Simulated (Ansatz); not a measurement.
# SiC, response to strain

The parent structure is SiC in the wurtzite structure (space group P6_3mc, No. 186).

```
SiC
1.0
    3.05640     0.00000     0.00000
   -1.52820     2.64692     0.00000
    0.00000     0.00000     5.01582
Si C
2 2
Cartesian
  0.00000   1.76461   5.01378
  1.52820   0.88231   2.50587
  0.00000   1.76461   1.88298
  1.52820   0.88231   4.39089
```

Cartesian axes are those of the cell as printed.

Strains are applied to the cell and any free atomic positions relax.

Computed with LDA (Ansatz, a quantum-chemistry and plane-wave program; PAW; 420 eV plane waves; scalar-relativistic without spin-orbit coupling).

Notes on the quantities. energy relative to the base: free energy F; pressure: mean of the normal stresses, compression positive.

```tsv
change	energy relative to the base	pressure	band gap	electron mass	shortest interatomic distance
base	0 meV/atom	0.00 GPa	2.13 eV	0.26 mₑ along c, 0.43 mₑ across (at K)	187.1 pm
tensor shear ε_xz = +1.00 %	+2.0 meV/atom	0.01 GPa	2.09 eV	0.26 mₑ along z, 0.43 mₑ across (off the special points)	186.6 pm
tensor shear ε_xz = +1.67 %	+5.5 meV/atom	0.02 GPa	2.05 eV	0.26 mₑ along z, 0.43 mₑ across (off the special points)	186.3 pm
tensor shear ε_xz = +0.33 %	+0.2 meV/atom	0.00 GPa	2.13 eV	0.26 mₑ along z, 0.43 mₑ across (off the special points)	187.0 pm
tensor shear ε_xz = +0.67 %	+0.9 meV/atom	0.00 GPa	2.11 eV	0.26 mₑ along z, 0.42 mₑ across (off the special points)	186.8 pm
tensor shear ε_xz = +2.00 %	+7.8 meV/atom	0.03 GPa	2.03 eV	0.26 mₑ along z, 0.43 mₑ across (off the special points)	186.2 pm
tensor shear ε_xz = +1.33 %	+3.5 meV/atom	0.01 GPa	2.07 eV	0.26 mₑ along z, 0.43 mₑ across (off the special points)	186.5 pm
```

Effective masses come from finite differences of ±0.01 Å⁻¹. No phonon test of stability was made. Labels are those of the standard path for the cell's own space group.
